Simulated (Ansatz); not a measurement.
Data:

End structure of a constructed model of the (110) surface of bcc Mo, a layer of Ga in place of the third plane (bottom of the slab: a bare face, its two planes held):

```yaml
crystal:
  lattice:
    - [2.73735, 0.00000, 0.00000]
    - [-0.91245, 2.58080, 0.00000]
    - [0.00000, 0.00000, 27.00000]
  atoms:
    - { symbol: Mo, position: [0.50000, 0.50000, 0.30016] }
    - { symbol: Mo, position: [0.00000, 0.00000, 0.38294] }
    - { symbol: Mo, position: [0.50000, 0.50000, 0.46498] }
    - { symbol: Ga, position: [0.00000, 0.00000, 0.54541] }
    - { symbol: Mo, position: [0.50000, 0.50000, 0.62759] }
    - { symbol: Mo, position: [0.00000, 0.00000, 0.70559] }
```

Model: 6-atom slab, 10.8 Å thick at the start with caps and adatoms (thin: gaps and levels are the slab's own), 14x14x1 mesh, Fermi-Dirac 0.1 eV, dipole correction, 2 atoms held, the rest relaxed; start symmetry kept, larger cells not searched; no spin, no spin-orbit, no U. In PBE it is, or lies within 0.01 eV a 1x1 cell of, the lowest of the 2 structures of its composition computed so far; subsurface sites and larger cells were not tried.

Q: What is the computed work function of the top face (PBE (Ansatz, an electronic-structure program))?

A: 4.40 eV
